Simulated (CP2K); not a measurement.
# Input and output of a self-consistent single point for SrAsPt (P6_3/mmc, 6 atoms in the cell) (CP2K)

Method: CP2K 2026.2 with LDA (Pade form), GPW, DZVP-MOLOPT-SR-GTH basis, GTH-PADE potentials (GTH_POTENTIALS).

This input was run:

```
&GLOBAL
  PROJECT scf
  RUN_TYPE ENERGY_FORCE
  PRINT_LEVEL LOW
&END GLOBAL
&FORCE_EVAL
  METHOD Quickstep
  STRESS_TENSOR ANALYTICAL
  &DFT
    BASIS_SET_FILE_NAME BASIS_MOLOPT
    POTENTIAL_FILE_NAME GTH_POTENTIALS
    &QS
      METHOD GPW
      EPS_DEFAULT 1E-10
    &END QS
    &MGRID
      CUTOFF 500
      REL_CUTOFF 40
      NGRIDS 5
    &END MGRID
    &SCF
      SCF_GUESS ATOMIC
      EPS_SCF 1E-6
      MAX_SCF 100
      ADDED_MOS 11
      &DIAGONALIZATION
        ALGORITHM STANDARD
      &END DIAGONALIZATION
      &MIXING
        METHOD BROYDEN_MIXING
        ALPHA 0.2
        NBUFFER 10
      &END MIXING
      &SMEAR ON
        METHOD FERMI_DIRAC
        ELECTRONIC_TEMPERATURE [K] 1160.45
      &END SMEAR
    &END SCF
    &KPOINTS
      SCHEME MONKHORST-PACK 7 7 3
    &END KPOINTS
    &XC
      &XC_FUNCTIONAL PADE
      &END XC_FUNCTIONAL
    &END XC
    &PRINT
      &MO
        EIGENVALUES T
        OCCUPATION_NUMBERS T
        NDIGITS 8
        FILENAME mo
        &EACH
          QS_SCF 0
        &END EACH
        ADD_LAST NUMERIC
      &END MO
      &MULLIKEN OFF
      &END MULLIKEN
    &END PRINT
  &END DFT
  &SUBSYS
    &CELL
      ABC 4.28518400 4.28518382 9.12241300
      ALPHA_BETA_GAMMA 90.00000000 90.00000000 120.00000136
      PERIODIC XYZ
    &END CELL
    &COORD
      SCALED
      Sr       0.00000000     0.00000000     0.50000000
      Sr       0.00000000     0.00000000     0.00000000
      As       0.33333300     0.66666700     0.75000000
      As       0.66666700     0.33333300     0.25000000
      Pt       0.33333300     0.66666700     0.25000000
      Pt       0.66666700     0.33333300     0.75000000
    &END COORD
    &KIND Sr
      BASIS_SET DZVP-MOLOPT-SR-GTH
      POTENTIAL GTH-PADE-q10
    &END KIND
    &KIND As
      BASIS_SET DZVP-MOLOPT-SR-GTH
      POTENTIAL GTH-PADE-q5
    &END KIND
    &KIND Pt
      BASIS_SET DZVP-MOLOPT-SR-GTH
      POTENTIAL GTH-PADE-q18
    &END KIND
  &END SUBSYS
  &PRINT
    &FORCES ON
    &END FORCES
    &STRESS_TENSOR ON
    &END STRESS_TENSOR
  &END PRINT
&END FORCE_EVAL
```

Output, abridged:

```
 GLOBAL| Method name                                                        CP2K
 GLOBAL| Project name                                                        scf
 GLOBAL| Run type                                                   ENERGY_FORCE

 TOTAL NUMBERS AND MAXIMUM NUMBERS

  Total number of            - Atomic kinds:                                   3
                             - Atoms:                                          6
                             - Shell sets:                                     6
                             - Shells:                                        38
                             - Primitive Cartesian functions:                 32
                             - Cartesian basis functions:                    120
                             - Spherical basis functions:                    106

  Maximum angular momentum of- Orbital basis functions:                        3
                             - Local part of the GTH pseudopotential:          2
                             - Non-local part of the GTH pseudopotential:      4

 SCF PARAMETERS         Density guess:                                    ATOMIC
                        max_scf:                                             100
                        max_diis:                                              4
                        eps_scf:                                        1.00E-06
                        eps_diis:                                       1.00E-01
                        eps_eigval:                                     1.00E-05
                        level_shift [a.u.]:                             0.000000
                        added MOs                                        11    0
                        Mixing method:                            BROYDEN_MIXING
                                                charge density mixing in g-space
                        Smear method:                                FERMI_DIRAC
                        Electronic temperature [K]:                       1160.5
                        Electronic temperature [a.u.]:                  3.67E-03
                        Accuracy threshold:                             1.00E-10
                        No outer SCF

 Extrapolation method: initial_guess

 Number of electrons:                                                         66
 Number of occupied orbitals:                                                 33
 Number of molecular orbitals:                                                44

 Number of orbital functions:                                                106
 Number of independent orbital functions:                                    106

 SCF WAVEFUNCTION OPTIMIZATION

  Step     Update method      Time    Convergence         Total energy    Change
     1 NoMix/Diag. 0.20E+00      -     1.74039587      -316.7346352593 -3.17E+02
     2 Broy./Diag. 0.20E+00      -     0.06839970      -318.6688251433 -1.93E+00
     3 Broy./Diag. 0.20E+00      -     0.02331260      -316.5038779345  2.16E+00
     4 Broy./Diag. 0.20E+00      -     0.01504821      -315.8381018258  6.66E-01
     5 Broy./Diag. 0.20E+00      -     0.00481961      -315.7868706052  5.12E-02
     6 Broy./Diag. 0.20E+00      -     0.00458712      -315.9058800515 -1.19E-01
     7 Broy./Diag. 0.20E+00      -     0.00076549      -315.9055876511  2.92E-04
   [... 2 lines left out ...]
    10 Broy./Diag. 0.20E+00      -     0.00003255      -315.8986072512 -6.22E-04
    11 Broy./Diag. 0.20E+00      -     0.00000923      -315.8984579947  1.49E-04
    12 Broy./Diag. 0.20E+00      -     0.00000552      -315.8983640039  9.40E-05
    13 Broy./Diag. 0.20E+00      -     0.00000614      -315.8983389186  2.51E-05
    14 Broy./Diag. 0.20E+00      -     0.00000024      -315.8983345092  4.41E-06

  *** SCF run converged in    14 steps ***

  Electronic density on regular grids:        -65.9999999997        0.0000000003
  Core density on regular grids:               65.9999999936       -0.0000000064
  Total charge density on r-space grids:       -0.0000000062
  Total charge density g-space grids:          -0.0000000062

  Overlap energy of the core charge distribution:               0.00000001052716
  Self energy of the core charge distribution:               -510.25884592042212
  Core Hamiltonian energy:                                    113.47714343479115
  Hartree energy:                                             115.96429155855328
  Exchange-correlation energy:                                -35.07621544421992
  Electronic entropic energy:                                  -0.00470814590387
  Fermi energy:                                                 0.28133914121767

  Total energy:                                              -315.89833450917706
  Total energy (extrapolated to T->0):                       -315.89598043622510

 ENERGY| Total FORCE_EVAL ( QS ) energy [hartree]           -315.898345007994408

 FORCES| Atomic forces [hartree/bohr]
 FORCES|   Atom     x               y               z               |f|
 FORCES|      1  1.37311905E-12 -1.44051075E-08  4.95394381E-08   5.15913079E-08
 FORCES|      2 -1.22228136E-12  3.49374874E-09  4.20302331E-08   4.21751914E-08
 FORCES|      3  6.31833490E-07 -3.32305869E-07 -1.77032321E-07   7.35514237E-07
 FORCES|      4 -6.31833634E-07  3.25155615E-07  1.01927746E-07   7.17864319E-07
 FORCES|      5 -2.23273504E-08  3.22362751E-08  1.22371172E-06   1.22433984E-06
 FORCES|      6  2.23273796E-08 -1.41752609E-08 -1.24021979E-06   1.24050175E-06
 FORCES| Sum     3.58443622E-14 -5.99239606E-13 -4.29821396E-11
 FORCES| Total atomic force                                       4.29863315E-11

 STRESS| Analytical stress tensor [bar]
 STRESS|                        x                   y                   z
 STRESS|      x       -1.20579744380E+05   6.48898886117E+00   3.67370477843E-06
 STRESS|      y        6.48898886117E+00  -1.20572073668E+05  -5.46515050230E-02
 STRESS|      z        3.67370477843E-06  -5.46515050230E-02  -6.47723685184E+04
 STRESS| 1/3 Trace                                            -1.01974728856E+05
```

The run converged in 14 iterations.

The starting cell comes from a database of computed structures (which also holds hypothetical and non-ambient phases and stackings), without a prior relaxation at this level. Its lattice was rescaled by a random factor within 2.5 % of one. Spin polarisation is off. Values carry the incompleteness of an atom-centred basis. With a pressure of about -10 GPa the cell is away from its equilibrium volume at this level.
